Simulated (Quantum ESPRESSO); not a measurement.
Quantum ESPRESSO run on CuI (F-43m, 2 atoms in the cell): self-consistent single point.

Method: PBE, SSSP 1.1.2 efficiency (PBE) pseudopotentials (plane waves; Quantum ESPRESSO 7.5).

```yaml
crystal:
  lattice:
    - [0.00000, 3.02500, 3.02500]
    - [3.02500, 0.00000, 3.02500]
    - [3.02500, 3.02500, 0.00000]
  atoms:
    - { symbol: Cu, position: [0.00000, 0.00000, 0.00000] }
    - { symbol: I, position: [0.25000, 0.25000, 0.25000] }
```

Reference input (self-consistent single point, DFT, PBE, plane waves, SSSP 1.1.2 efficiency (PBE) pseudopotentials): ecutwfc = 50 Ry; ecutrho = 400 Ry; occupations = smearing; smearing = fd; degauss = 0.000734986 Ry; potentials = {Cu: Cu_pbe_v1.2.uspp.F.UPF, I: I.pbe-n-kjpaw_psl.0.2.UPF}; K_POINTS = automatic 5 5 5 0 0 0; conv_thr = 1e-10 Ry; mixing_beta = 0.4. This run's input differs from it in these lines:

```diff
@@ -33,3 +33,3 @@
 K_POINTS automatic
-5 5 5  0 0 0
+8 8 8  0 0 0
```

Output (repeated stretches shortened):

```
     Self-consistent Calculation

     iteration #  1     ecut=    50.00 Ry     beta= 0.40

     total energy              =    -782.18116007 Ry
     estimated scf accuracy    <       1.26171283 Ry

     iteration #  2     ecut=    50.00 Ry     beta= 0.40

     total energy              =    -782.60275750 Ry
     estimated scf accuracy    <       1.13436747 Ry

     iteration #  3     ecut=    50.00 Ry     beta= 0.40

     total energy              =    -782.66626936 Ry
     estimated scf accuracy    <       0.10037216 Ry

   [... 20 blocks of this kind left out ...]

     iteration # 24     ecut=    50.00 Ry     beta= 0.40

     total energy              =    -782.71511458 Ry
     estimated scf accuracy    <          2.0E-10 Ry

     iteration # 25     ecut=    50.00 Ry     beta= 0.40
     End of self-consistent calculation

     the Fermi energy is     7.1262 ev

!    total energy              =    -782.71511458 Ry
     estimated scf accuracy    <          2.8E-11 Ry
     smearing contrib. (-TS)   =       0.00000000 Ry
     internal energy E=F+TS    =    -782.71511458 Ry

     convergence has been achieved in  25 iterations

     Forces acting on atoms (cartesian axes, Ry/au):

     atom    1 type  1   force =     0.00000000    0.00000000    0.00000000
     atom    2 type  2   force =     0.00000000    0.00000000    0.00000000

     Total force =     0.000000     Total SCF correction =     0.000000

          total   stress  (Ry/bohr**3)                   (kbar)     P=        6.48
   0.00004405  -0.00000000  -0.00000000            6.48       -0.00       -0.00
  -0.00000000   0.00004405  -0.00000000           -0.00        6.48       -0.00
  -0.00000000  -0.00000000   0.00004405           -0.00       -0.00        6.48

   JOB DONE.
```

The run converged in 25 iterations. Against the reference run the free energy goes down by 4.4 meV/atom, the pressure moves little (0.71 to 0.65 GPa) and the gap on the mesh hardly changes (1.127 to 1.128 eV).

The starting cell has typed, rounded lattice constants, without a prior relaxation at this level. Spin-orbit coupling is off.

Cost on one core of a shared machine: roughly 50 s.
